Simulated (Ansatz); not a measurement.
## Ansatz run on NaLu₃ (I4/mmm, 4 atoms in the cell): self-consistent single point

Method: PBEsol, default PAW files made with PBE (plane waves; Ansatz, a quantum-chemistry and plane-wave program).

The input file:

Ansatz 0.2 input:
```yaml
# NaLu3
crystal:
  lattice:
    - [-2.405635, 2.405635, 5.228175]
    - [2.405635, -2.405635, 5.228175]
    - [2.405635, 2.405635, -5.228175]
  atoms:
    - { symbol: Na, position: [0.000000, 0.000000, 0.000000] }
    - { symbol: Lu, position: [0.750000, 0.250000, 0.500000] }
    - { symbol: Lu, position: [0.250000, 0.750000, 0.500000] }
    - { symbol: Lu, position: [0.500000, 0.500000, 0.000000] }
basis:
  ecutwfc: 420.0
kpoints:
  mp_grid: { grid: [10, 10, 10] }
hamiltonian:
  xc: pbesol
  pseudopotentials: { kind: paw }
scf:
  occupations: { method: fermi_dirac, width: 0.05 }
output:
  forces: true
  eigenvalues: true
  stress: true
```

Output, abridged:

```
WARN ansatz: RAYON_NUM_THREADS=1 ignored (pool sized by the plan → 1); use --threads N
Pseudopotentials: kind: paw
Pseudopotential: Na, paw, valence charge 9
Pseudopotential: Lu, paw, valence charge 25
Crystal: 4 atoms, lattice volume = 121.023 Å³
Basis set: ecut = 420 eV, 2365 PW (Γ), exchange–correlation on 90×90×90 points (8 copies of the dense FFT grid, shifted against one another)
Bands: 51, of which v1, the nominal top of the filled ones, is band 42 counted from 1 (41 counted from 0)
Symmetry: 16 space group operations
Space group: I4/mmm (ITA 139), of the structure as read, at distance tolerance 4.9e-5 Å
k-points: 102 of 1000
PAW frozen core: Na, regenerated for the run's functional, and the local potential with it
PAW frozen core: Lu, regenerated for the run's functional, and the local potential with it
Initial density: superposition of atomic densities (neutral atoms: chi_scale 0, normalization atom), corrected by the library's trained network
Initial wavefunctions: pseudopotential atomic-orbital guess
Eigensolver: davidson
Functional: x = pbesol(κ = 0.804, μ = 0.12345679012345678), c = pbesol(β = 0.046)
SCF iter   1: F=—  HF=-45308.816693 eV  |F-HF|=—  |Δ(HF+E_count)|=         —  Δρ=4.62e-3  dr2=5.36e-2  ethr=1.77e-3  ⟨swp⟩=7.0  Hψ=20273  notcnv=0  defer=6
all-band conjugate gradients solve this SCF's bands
preconditioner: auto → Kerker (q_TF=auto, 2.567 Å⁻¹)
SCF iter   2: F=—  HF=-45308.801252 eV  |F-HF|=—  |Δ(HF+E_count)|=   1.54e-2  Δρ=3.03e-3  dr2=2.72e-2  ethr=6.38e-5  ⟨swp⟩=3.0  Hψ=11688  notcnv=0  defer=78
SCF iter   3: F=—  HF=-45308.795173 eV  |F-HF|=—  |Δ(HF+E_count)|=   6.08e-3  Δρ=2.23e-3  dr2=1.71e-2  ethr=3.24e-5  ⟨swp⟩=3.0  Hψ=11678  notcnv=0  defer=79
SCF iter   4: F=—  HF=-45308.790409 eV  |F-HF|=—  |Δ(HF+E_count)|=   4.76e-3  Δρ=1.01e-3  dr2=2.37e-3  ethr=2.03e-5  ⟨swp⟩=2.1  Hψ=6489  notcnv=0  defer=103
SCF iter   5: F=—  HF=-45308.789174 eV  |F-HF|=—  |Δ(HF+E_count)|=   1.23e-3  Δρ=4.72e-4  dr2=3.90e-4  ethr=2.82e-6  ⟨swp⟩=3.1  Hψ=13874  notcnv=0  defer=103
SCF iter   6: F=—  HF=-45308.789181 eV  |F-HF|=—  |Δ(HF+E_count)|=   7.17e-6  Δρ=2.28e-4  dr2=1.02e-4  ethr=4.64e-7  ⟨swp⟩=2.0  Hψ=9362  notcnv=0  defer=103
SCF iter   7: F=—  HF=-45308.789125 eV  |F-HF|=—  |Δ(HF+E_count)|=   5.64e-5  Δρ=1.77e-4  dr2=4.26e-5  ethr=1.22e-7  ⟨swp⟩=3.0  Hψ=11596  notcnv=0  defer=103
SCF iter   8: F=—  HF=-45308.789211 eV  |F-HF|=—  |Δ(HF+E_count)|=   8.65e-5  Δρ=7.48e-5  dr2=7.99e-6  ethr=5.07e-8  ⟨swp⟩=3.0  Hψ=11667  notcnv=0  defer=103
SCF iter   9: F=—  HF=-45308.789214 eV  |F-HF|=—  |Δ(HF+E_count)|=   2.52e-6  Δρ=2.24e-5  dr2=3.66e-7  ethr=9.52e-9  ⟨swp⟩=2.1  Hψ=9435  notcnv=0  defer=103
SCF iter  10: F=—  HF=-45308.789212 eV  |F-HF|=—  |Δ(HF+E_count)|=   2.38e-6  Δρ=1.28e-5  dr2=1.52e-7  ethr=1.19e-10  ⟨swp⟩=14.7  Hψ=39385  notcnv=0
SCF iter  11: F=-45308.789212 eV  HF=-45308.789212 eV  |F-HF|=9.14e-9  |Δ(HF+E_count)|=   3.63e-8  Δρ=2.95e-6  dr2=8.47e-9  ethr=1.19e-10  ⟨swp⟩=6.3  Hψ=26974  notcnv=0
SCF 1 converged in 11 iterations: F = -45308.789212 eV  dr2 = 8.47e-9
SCF converged after 11 iterations
Free energy (F): -45308.789212 eV
Harris-Foulkes:  -45308.789212 eV  (|F-HF|=9.14e-9)
Internal energy: -45308.724219 eV  (E = F + TS)
E sigma→0 (E₀):  -45308.756715 eV
Entropy (-TS):   -0.064993 eV (-16.248 meV/atom)
Fermi energy:    10.460174 eV
--- Per-component energies (eV) ---
  E_band       = -437.329496
  E_kinetic    = 1368.238314
  E_local      = -23014.325735  (includes V_loc(G=0)·N_el)
  E_nonlocal   = 1866.751215
  E_hartree    = 9574.701488
  E_xc         = -682.303534
  E_vxc        = -814.829299  (∫ρ·V_xc dr)
  E_paw        = -22020.828559  (= ΣΔE_a)
  E_vpaw       = 1007.429127  (= ΣTr[D̂ρ^β])
  E_aug_tail   = 0.000077  (compensation charges beyond the density's cutoff)
  E_ewald      = -12404.588681
  E_core_change = 3.631197  (= ΣΔE_core)
  E_smearing   = -0.064993  (= −TS)
  E_closure    = -0.000000  (closes the sum)
  Σ components = -45308.789212   (vs F -45308.789212, Δ=0.00e0)
--- Forces (eV/Å), atoms counted from 1 ---
  atom   1  Na    -0.00000000     0.00000000     0.00000000
   [... zero for the other atoms too ...]
  max |Σ_I F_I| component: 1.73e-18 eV/Å
--- Stress (GPa, compression-positive) ---
       -2.048520      -0.000000       0.000000
       -0.000000      -2.048520       0.000000
        0.000000       0.000000      -2.257616
  P = ⅓ Tr σ = -2.1182 GPa (-21.182 kbar)
  The stress holds the Pulay correction. Without it, at fixed plane waves, as pw.x and ABINIT print it: P = -2.1476 GPa
--- Band table (eV; the first three rows and the last of 102) ---
  k-point 0: bands = ["-46.1997", "-46.1229", "-46.1004", "-40.9831", "-16.9137", "-16.9038", "-16.9038", "-16.9013", "-16.9013", "-16.7385", "-16.6396", "-16.6335", "-16.6335", "-13.0922", "-13.0922", "-13.0780", "4.8750", "5.0210", "5.0210", [...]
  k-point 1: bands = ["-46.1996", "-46.1219", "-46.1015", "-40.9831", "-16.9284", "-16.9074", "-16.9017", "-16.8867", "-16.8769", "-16.7354", "-16.6629", "-16.6425", "-16.6315", "-13.0929", "-13.0923", "-13.0780", "5.0178", "5.0210", "5.0343", [...]
  k-point 2: bands = ["-46.1993", "-46.1192", "-46.1044", "-40.9831", "-16.9480", "-16.9225", "-16.9031", "-16.8588", "-16.8056", "-16.7387", "-16.7277", "-16.6517", "-16.6265", "-13.0940", "-13.0923", "-13.0781", "5.0203", "5.0211", "5.0414", [...]
  k-point 101: bands = ["-46.1986", "-46.1240", "-46.1004", "-40.9831", "-16.9677", "-16.9677", "-16.8303", "-16.8303", "-16.8023", "-16.7561", "-16.7366", "-16.6400", "-16.6400", "-13.0920", "-13.0920", "-13.0793", "5.0221", "5.0221", "5.0493", [...]
```

The run converged in 11 iterations.

The starting cell comes from a database of computed structures (which also holds hypothetical and non-ambient phases and stackings), without a prior relaxation at this level. Spin-orbit coupling is off. Ansatz's pressure includes its estimate of the finite-basis (Pulay) stress.

Cost on one core of a shared machine: roughly 50 s.
